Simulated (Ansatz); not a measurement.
# ZrN, response to strain

The reference is ZrN in the rock salt structure (space group Fm-3m, No. 225; a = 4.5531 Å; relaxed with 0.1 eV smearing). Axes: x, y, z lie along the cube axes.

Strains are applied to the cell and any free atomic positions relax; under biaxial strain the out-of-plane vector relaxes too.

Method: PBEsol (Ansatz, a quantum-chemistry and plane-wave program; PAW; 420 eV plane waves; no SOC), earlier PAW set.

Notes on the quantities. pressure: mean of the normal stresses, compression positive; energy relative to the base: free energy F.

```csv
case,pressure,energy relative to the base,volume per atom
base,0.0 GPa,0 meV/atom,11.80 Å³
"biaxial strain +0.84 %, plane normal [001], relaxed out of plane",-3.5 GPa,+3.3 meV/atom,11.96 Å³
isotropic strain −4.79 %,54.1 GPa,+0.240 eV/atom,10.18 Å³
isotropic strain +1.47 %,-10.7 GPa,+18 meV/atom,12.33 Å³
isotropic strain +2.01 %,___,+34 meV/atom,12.52 Å³
uniaxial strain ε_xx = +0.51 %,-1.3 GPa,+0.5 meV/atom,11.86 Å³
uniaxial strain ε_yy = +2.16 %,-5.2 GPa,+9.2 meV/atom,12.05 Å³
uniaxial strain ε_zz = +4.32 %,-9.4 GPa,+34 meV/atom,12.31 Å³
tensor shear ε_xz = −0.67 %,0.0 GPa,+0.8 meV/atom,11.80 Å³
```

Task: What belongs in the blanks?

Result: 
- isotropic strain +2.01 %, pressure: -14.1 GPa

Whether these cells are dynamically stable was not tested. All final runs are without spin polarisation. An odd electron count without spin: ZrN.
